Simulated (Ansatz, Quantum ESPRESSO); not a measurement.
# CdH₂O₂ (P-3m1, 5 atoms in the cell) computed with different codes at matched settings

Self-consistent single point, at a second geometry (lattice scaled by 0.98). First geometry:

```
CELL_PARAMETERS angstrom
      3.48248     0.00000     0.00000
     -1.74124     3.01592     0.00000
      0.00000     0.00000     4.59934
ATOMIC_POSITIONS crystal
  Cd 0.00000 0.00000 0.00000
  H  0.66667 0.33333 0.55096
  H  0.33333 0.66667 0.44904
  O  0.66667 0.33333 0.75937
  O  0.33333 0.66667 0.24063
```

Shared settings, as Ansatz (a first-principles code) writes them: kpoints.mp_grid.grid = 9 9 6; scf.occupations.method = fixed. Potentials and cutoffs stand in the table.

```
code                                                             model  ΔF from the first geometry (meV/atom)  pressure (GPa)  largest force (eV/Å)  gap on the mesh (eV)   cutoff
----------------  ----------------------------------------------------  -------------------------------------  --------------  --------------------  --------------------  -------
Quantum ESPRESSO  PBEsol, GBRV 1.5 ultrasoft (PBESOL) pseudopotentials                                   33.0           13.93                 2.748                 1.846    40 Ry
Ansatz                                 PBEsol, PAW files made with PBE                                   24.8           11.11                 1.991                 1.862  default
```

Size of the force on each atom (eV/Å): Sizes of forces hide their directions.

| code | Cd1 | H2 | H3 | O4 | O5 |
|---|---|---|---|---|---|
| Quantum ESPRESSO | 0.000 | 2.748 | 2.748 | 2.192 | 2.192 |
| Ansatz | 0.000 | 1.991 | 1.991 | 1.510 | 1.510 |

Gaps are read on the mesh.

The spread over the programs that give each value: ΔF from the first geometry within 8.2 meV/atom; pressure within 2.82 GPa; largest force within 0.757 eV/Å; gap on the mesh within 0.016 eV.

Ansatz's pressure is given at a fixed set of plane waves, as the other plane-wave codes print theirs; with its correction for the finite basis it is 11.57 GPa (the shift of 0.46 GPa shows how far the cutoff is from converged).

The starting cell comes from a database of computed structures (which also holds hypothetical and non-ambient phases and stackings), without a prior relaxation at this level. Its lattice was rescaled by a random factor within 2.5 % of one. For this run, on top of that: lattice scaled by 0.98.

Keys are those of Ansatz 0.2.
